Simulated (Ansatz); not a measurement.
System: Ti (Fm-3m, No. 225, 1 atom in the cell; start COD 1534878; another form than the element's usual one). Method: LDA (plane waves, PAW; Ansatz, a first-principles code).

Numerical settings: plane-wave cutoff 520 eV, 24×24×24 k mesh, Fermi–Dirac smearing 0.05 eV, no spin polarisation, scalar-relativistic PAW data made under PBE.

Cell (relaxed at this level):

```yaml
crystal:
  lattice:
    - [0.00000, 2.00095, 2.00095]
    - [2.00095, 0.00000, 2.00095]
    - [2.00095, 2.00095, 0.00000]
  atoms:
    - { symbol: Ti, position: [0.00000, 0.00000, 0.00000] }
```

Estimate the bulk modulus that the calculation returns.


- bulk modulus: 122 GPa

The run finds no gap.

Note: the bulk modulus is −V dP/dV from two relaxed cells at ±2 % in volume; the relaxation could not lower the start's symmetry, so the cell can be a saddle point above a distorted one.

Computed values are for the static lattice.

Cost on a shared machine: very roughly 30 core-seconds.
